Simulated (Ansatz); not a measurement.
For HfSi (model structure, started from the WC type, P-6m2, No. 187, 2 atoms in the cell), PBE (Ansatz, a first-principles code, plane waves, PAW) gives:

- equilibrium lattice constant a = 3.108 Å
- lattice parameter c = 4.339 Å
- enthalpy of formation = -0.360 eV/atom

**Question.** What does r²SCAN (Ansatz, plane waves, PAW) give for the same quantities?

**Answer.** 
- lattice constant a: 3.098 Å (shrinks by 0.3 %)
- lattice parameter c: 4.316 Å (falls by 0.5 %)
- formation enthalpy: -0.343 eV/atom (moves by +0.017 eV/atom)

Changes are worked out from the printed values.

Unless a cell is named, each level is at its own relaxed cell (PBE 18.14, r²SCAN 17.94 Å³/atom).

Levels without +SOC leave out spin–orbit coupling, which shifts energies and cells of such heavy elements.

Ansatz's density-functional and Hartree–Fock values are scalar-relativistic unless marked +SOC, with PAW data made under PBE.

A model structure was made by putting elements into a prototype or built by hand; it is no filed structure, need not be a known phase, and can be a saddle point held by its symmetry.
